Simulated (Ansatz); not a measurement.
Partial pair distribution functions of a relaxed model of amorphous Si24O47F2, broadened by 0.06 Å; density 2.19 g/cm³. Level of theory: PBE, scalar-relativistic without spin-orbit coupling (plane waves to 420 eV, PAW; Ansatz, an electronic-structure program).

A CHGNet melt-quench gave the starting glass, which DFT then relaxed. O and F atoms were pushed apart under 1.9 Å during the dynamics, to hinder bonds among them. The hot cell started wider than the set density and was brought back towards it in steps. It is the lowest in DFT energy of 2 quenches. It is a model cell: composition and starting density were chosen by hand, and all elements were melted together. No dispersion term was used. Its density started from a set value of 2.19 and ended at 2.19 g/cm³. The simulated quench (nominally 88 K/ps over its main leg) is rapid and tends to freeze in more defects than a deposited or slowly cooled glass has. One small periodic cell is one sample of the glass; other quenches scatter about these values. Volume and shape were free in the relaxation.

```json
[
 {"r (Å)": "1.35", "g Si-O": "0.00", "g Si-F": "0.00", "g Si-Si": "0.00", "g O-O": "0.00"},
 {"r (Å)": "1.45", "g Si-O": "0.26", "g Si-F": "0.58", "g Si-Si": "0.00", "g O-O": "0.00"},
 {"r (Å)": "1.55", "g Si-O": "7.83", "g Si-F": "7.50", "g Si-Si": "0.00", "g O-O": "0.00"},
 {"r (Å)": "1.65", "g Si-O": "16.83", "g Si-F": "6.08", "g Si-Si": "0.00", "g O-O": "0.00"},
 {"r (Å)": "1.75", "g Si-O": "2.71", "g Si-F": "0.31", "g Si-Si": "0.00", "g O-O": "0.00"},
 {"r (Å)": "1.85", "g Si-O": "0.04", "g Si-F": "0.00", "g Si-Si": "0.00", "g O-O": "0.00"},
 {"r (Å)": "1.95", "g Si-O": "0.00", "g Si-F": "0.00", "g Si-Si": "0.00", "g O-O": "0.00"},
 {"r (Å)": "2.05", "g Si-O": "0.00", "g Si-F": "0.00", "g Si-Si": "0.00", "g O-O": "0.00"},
 {"r (Å)": "2.15", "g Si-O": "0.00", "g Si-F": "0.00", "g Si-Si": "0.00", "g O-O": "0.00"},
 {"r (Å)": "2.25", "g Si-O": "0.00", "g Si-F": "0.00", "g Si-Si": "0.06", "g O-O": "0.01"},
 {"r (Å)": "2.35", "g Si-O": "0.00", "g Si-F": "0.00", "g Si-Si": "0.36", "g O-O": "0.09"},
 {"r (Å)": "2.45", "g Si-O": "0.00", "g Si-F": "0.00", "g Si-Si": "0.13", "g O-O": "0.29"},
 {"r (Å)": "2.55", "g Si-O": "0.00", "g Si-F": "0.00", "g Si-Si": "0.00", "g O-O": "2.94"},
 {"r (Å)": "2.65", "g Si-O": "0.00", "g Si-F": "0.00", "g Si-Si": "0.00", "g O-O": "7.35"},
 {"r (Å)": "2.75", "g Si-O": "0.00", "g Si-F": "0.00", "g Si-Si": "0.11", "g O-O": "3.94"},
 {"r (Å)": "2.85", "g Si-O": "0.00", "g Si-F": "0.00", "g Si-Si": "1.68", "g O-O": "0.98"},
 {"r (Å)": "2.95", "g Si-O": "0.01", "g Si-F": "0.03", "g Si-Si": "3.79", "g O-O": "0.35"},
 {"r (Å)": "3.05", "g Si-O": "0.18", "g Si-F": "0.74", "g Si-Si": "4.01", "g O-O": "0.23"},
 {"r (Å)": "3.15", "g Si-O": "0.57", "g Si-F": "1.28", "g Si-Si": "3.42", "g O-O": "0.26"},
 {"r (Å)": "3.25", "g Si-O": "0.79", "g Si-F": "2.22", "g Si-Si": "1.67", "g O-O": "0.27"},
 {"r (Å)": "3.35", "g Si-O": "0.61", "g Si-F": "2.82", "g Si-Si": "0.15", "g O-O": "0.45"},
 {"r (Å)": "3.45", "g Si-O": "0.69", "g Si-F": "2.11", "g Si-Si": "0.00", "g O-O": "0.43"},
 {"r (Å)": "3.55", "g Si-O": "0.95", "g Si-F": "1.79", "g Si-Si": "0.01", "g O-O": "0.53"},
 {"r (Å)": "3.65", "g Si-O": "1.24", "g Si-F": "1.36", "g Si-Si": "0.12", "g O-O": "0.73"},
 {"r (Å)": "3.75", "g Si-O": "1.37", "g Si-F": "0.68", "g Si-Si": "0.21", "g O-O": "0.82"},
 {"r (Å)": "3.85", "g Si-O": "1.54", "g Si-F": "1.43", "g Si-Si": "0.14", "g O-O": "0.82"},
 {"r (Å)": "3.95", "g Si-O": "1.97", "g Si-F": "1.17", "g Si-Si": "0.16", "g O-O": "0.71"},
 {"r (Å)": "4.05", "g Si-O": "1.92", "g Si-F": "1.81", "g Si-Si": "0.29", "g O-O": "0.70"},
 {"r (Å)": "4.15", "g Si-O": "1.93", "g Si-F": "1.06", "g Si-Si": "0.49", "g O-O": "0.77"},
 {"r (Å)": "4.25", "g Si-O": "1.84", "g Si-F": "0.14", "g Si-Si": "0.82", "g O-O": "1.02"},
 {"r (Å)": "4.35", "g Si-O": "1.09", "g Si-F": "0.58", "g Si-Si": "1.05", "g O-O": "0.83"},
 {"r (Å)": "4.45", "g Si-O": "0.80", "g Si-F": "0.31", "g Si-Si": "0.86", "g O-O": "0.82"},
 {"r (Å)": "4.55", "g Si-O": "0.69", "g Si-F": "0.34", "g Si-Si": "1.26", "g O-O": "0.91"},
 {"r (Å)": "4.65", "g Si-O": "0.98", "g Si-F": "1.11", "g Si-Si": "1.51", "g O-O": "1.16"},
 {"r (Å)": "4.75", "g Si-O": "0.88", "g Si-F": "1.07", "g Si-Si": "1.43", "g O-O": "1.19"},
 {"r (Å)": "4.85", "g Si-O": "0.76", "g Si-F": "1.44", "g Si-Si": "1.02", "g O-O": "1.35"},
 {"r (Å)": "4.95", "g Si-O": "0.65", "g Si-F": "1.47", "g Si-Si": "1.22", "g O-O": "1.33"},
 {"r (Å)": "5.05", "g Si-O": "0.68", "g Si-F": "0.14", "g Si-Si": "1.61", "g O-O": "1.51"}
]
```

Within 1.90 Å each Si has 3.92 O neighbours on average.
